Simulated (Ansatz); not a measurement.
The starting structures come from a database of crystals and need not be the phases stable at ambient conditions.

Tunnelling through a barrier is set by its complex band structure: the current falls as exp(−2κd) with the smallest κ.

Input:

```xyz
4
Lattice="3.0120 0.0000 0.0000 0.0000 4.9443 0.0000 1.5060 0.0000 2.6617" Properties=species:S:1:pos:R:3 pbc="T T T"
Si     1.5060     2.4742     0.8872
Si     3.0120     0.0020     1.7745
C      1.5060     0.6161     0.8872
C      3.0120     3.0882     1.7745
```

The cell is strained (lengths across the current scaled by 0.98, ions clamped); by r2SCAN it stands under a pressure of 10.5 GPa.

Transport runs along the normal of the first two printed cell vectors.

The gap is the functional's own, uncorrected, and κ follows it; spin-orbit coupling is left out. Mid-gap means the computed energy nearest the middle.

**Question.** Give the band gap and the smallest decay constant κ at mid-gap that r2SCAN in Ansatz (a quantum-chemistry and plane-wave program) yields.

**Answer.** Gap 2.56 eV on a 12×6×12 mesh; κ = 0.255 1/Å, at (0.500, 0.000) of the in-plane reciprocal vectors. At the zone centre the slowest state has κ = 0.28 1/Å.
